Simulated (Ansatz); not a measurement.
Consider Nb in the bcc (W type) structure (space group Im-3m, No. 229; a = 3.248 Å; relaxed with 0.1 eV smearing). Axes: x, y, z lie along the cube axes.

The values are results of DFT with LDA, PAW potentials and a 420 eV plane-wave cutoff in Ansatz (a program for electronic structure), no SOC, not measurements.

Modification: uniaxial strain ε_zz = −3.00 %, all other strain components held at zero, atoms relaxed at fixed cell.

### Question
Predict the stress tensor and what it implies for the stiffness.

### Answer
Stress of the strained cell less that of the base (GPa, compression positive):
```
    4.9     0.0     0.0
    0.0     4.9     0.0
    0.0     0.0     8.7
```

Then −Δσ_ii/ε with ε = -0.0300 gives secant stiffness values (nonlinear terms included at this strain): C33 ≈ 291 GPa, C13 ≈ 163 GPa and C23 ≈ 163 GPa.

As a check, the harmonic strain energy −½ V₀ Δσ:ε is 14 meV/atom; the computed energy rise is 14 meV/atom.

No phonon test of stability was made. The final runs are not spin-polarised.
